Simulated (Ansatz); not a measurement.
Faces of tetragonal indium in 1x1 cells, as slabs relaxed from ideal cuts; for each face the lowest of the symmetric, stoichiometric cuts and spin starts that were computed. The slabs keep the symmetry of their cuts; real faces may buckle, or reconstruct in larger cells. No spin-orbit coupling, no Hubbard U.

All values below come from PBE (plane waves to 420 eV, PAW; Ansatz, a program for electronic structure).

```json
[
 {"face": "(001)", "cell area (Å²)": "11.08", "outermost plane spacing of the ideal cut (Å)": "2.48", "γ unrelaxed (J/m²)": "0.31", "γ relaxed (J/m²)": "0.31", "work function, top face (eV)": "3.85"},
 {"face": "(100)", "cell area (Å²)": "16.50", "outermost plane spacing of the ideal cut (Å)": "1.66", "γ unrelaxed (J/m²)": "0.39", "γ relaxed (J/m²)": "0.38", "work function, top face (eV)": "3.85"},
 {"face": "(101)", "cell area (Å²)": "9.94", "outermost plane spacing of the ideal cut (Å)": "2.76", "γ unrelaxed (J/m²)": "0.31", "γ relaxed (J/m²)": "0.31", "work function, top face (eV)": "3.85"},
 {"face": "(102)", "cell area (Å²)": "27.64", "outermost plane spacing of the ideal cut (Å)": "0.99", "γ unrelaxed (J/m²)": "0.36", "γ relaxed (J/m²)": "0.33", "work function, top face (eV)": "3.79"},
 {"face": "(103)", "cell area (Å²)": "18.56", "outermost plane spacing of the ideal cut (Å)": "1.48", "γ unrelaxed (J/m²)": "0.37", "γ relaxed (J/m²)": "0.34", "work function, top face (eV)": "3.87"},
 {"face": "(110)", "cell area (Å²)": "11.67", "outermost plane spacing of the ideal cut (Å)": "2.35", "γ unrelaxed (J/m²)": "0.35", "γ relaxed (J/m²)": "0.34", "work function, top face (eV)": "3.87"},
 {"face": "(112)", "cell area (Å²)": "16.09", "outermost plane spacing of the ideal cut (Å)": "1.71", "γ unrelaxed (J/m²)": "0.39", "γ relaxed (J/m²)": "(withheld)", "work function, top face (eV)": "3.86"},
 {"face": "(201)", "cell area (Å²)": "34.82", "outermost plane spacing of the ideal cut (Å)": "0.79", "γ unrelaxed (J/m²)": "0.35", "γ relaxed (J/m²)": "0.33", "work function, top face (eV)": "3.78"},
 {"face": "(203)", "cell area (Å²)": "46.85", "outermost plane spacing of the ideal cut (Å)": "0.59", "γ unrelaxed (J/m²)": "0.34", "γ relaxed (J/m²)": "0.31", "work function, top face (eV)": "3.80"},
 {"face": "(211)", "cell area (Å²)": "19.26", "outermost plane spacing of the ideal cut (Å)": "1.43", "γ unrelaxed (J/m²)": "0.39", "γ relaxed (J/m²)": "0.35", "work function, top face (eV)": "3.89"},
 {"face": "(213)", "cell area (Å²)": "24.84", "outermost plane spacing of the ideal cut (Å)": "1.11", "γ unrelaxed (J/m²)": "0.37", "γ relaxed (J/m²)": "0.35", "work function, top face (eV)": "3.82"},
 {"face": "(301)", "cell area (Å²)": "25.37", "outermost plane spacing of the ideal cut (Å)": "1.08", "γ unrelaxed (J/m²)": "0.38", "γ relaxed (J/m²)": "0.36", "work function, top face (eV)": "3.80"},
 {"face": "(302)", "cell area (Å²)": "54.24", "outermost plane spacing of the ideal cut (Å)": "0.51", "γ unrelaxed (J/m²)": "0.34", "γ relaxed (J/m²)": "0.32", "work function, top face (eV)": "3.78"},
 {"face": "(310)", "cell area (Å²)": "26.09", "outermost plane spacing of the ideal cut (Å)": "1.05", "γ unrelaxed (J/m²)": "0.43", "γ relaxed (J/m²)": "0.39", "work function, top face (eV)": "3.88"},
 {"face": "(312)", "cell area (Å²)": "28.35", "outermost plane spacing of the ideal cut (Å)": "0.97", "γ unrelaxed (J/m²)": "0.36", "γ relaxed (J/m²)": "0.34", "work function, top face (eV)": "3.82"}
]
```

### Question
Fill in the missing entries.

### Answer

- (112), γ relaxed (J/m²): 0.37
